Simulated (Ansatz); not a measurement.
Start from YN in the rock salt structure (space group Fm-3m, No. 225; a = 4.820 Å). Axes: x, y, z lie along the cube axes.

All numbers come from LDA (Ansatz, a program for electronic structure, PAW, spin-orbit coupling left out).

For the base:

```
Item                            Result
-----------------------------  -------
Shortest interatomic distance  2.410 Å
Pressure                       0.0 GPa
```

Now apply this change: biaxial strain +1.00 %, plane normal [001], relaxed out of plane (Cartesian); in-plane vectors clamped, the third vector and the atoms free.

Task: What happens to the energy relative to the base?

Result: The energy rises by 3.5 meV/atom.

Task: What happens to the shortest interatomic distance?

Result: The shortest interatomic distance falls by 0.011 Å to 2.399 Å.

Task: What happens to the pressure?

Result: The pressure (mean of the normal stresses, compression positive) goes from zero to -2.6 GPa.

A case with no gap was solved on a k-mesh chosen for an insulator, which is coarse for it. No phonon test of stability was made. The final runs are not spin-polarised. Gaps under 0.05 eV, about the width of the smearing, are given as zero.
